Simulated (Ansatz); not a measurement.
Results of PBEsol (Ansatz, a program for electronic structure, PAW) for Nb3Au (Pm-3n, No. 223, 8 atoms in the cell; start mp-2752).

Numerical settings: plane-wave cutoff 520 eV, 10×10×10 k mesh, Fermi–Dirac smearing 0.05 eV, no spin polarisation, scalar-relativistic PAW data made under PBE.

Cell (relaxed at this level):

```cif
data_Au2Nb6
_chemical_formula_sum 'Nb6 Au2'
_space_group_name_H-M_alt 'P 1'
_space_group_IT_number 1
_cell_length_a 5.17493
_cell_length_b 5.17493
_cell_length_c 5.17493
_cell_angle_alpha 90.000
_cell_angle_beta 90.000
_cell_angle_gamma 90.000
loop_
_space_group_symop_operation_xyz
  'x, y, z'
loop_
_atom_site_label
_atom_site_type_symbol
_atom_site_fract_x
_atom_site_fract_y
_atom_site_fract_z
_atom_site_occupancy
Nb1 Nb 0.50000 0.25000 0.00000 1
Nb2 Nb 0.50000 0.75000 0.00000 1
Nb3 Nb 0.25000 0.00000 0.50000 1
Nb4 Nb 0.75000 0.00000 0.50000 1
Nb5 Nb 0.00000 0.50000 0.25000 1
Nb6 Nb 0.00000 0.50000 0.75000 1
Au1 Au 0.50000 0.50000 0.50000 1
Au2 Au 0.00000 0.00000 0.00000 1
```

Give the computed bulk modulus B0.


bulk modulus B0: 201 GPa

Note: the run has no spin polarisation, so it can have missed a magnetic state; the bulk modulus is −V dP/dV from two relaxed cells at ±2 % in volume; the relaxation could not lower the start's symmetry, so the cell can be a saddle point above a distorted one.

Spin–orbit coupling is not included; it can shift volumes and moduli of such heavy elements.

Static lattice: no zero-point or thermal effects.

It cost roughly 4 core-minutes of CPU time.

A start named mp-… is a Materials Project structure, which need not be a measured phase.
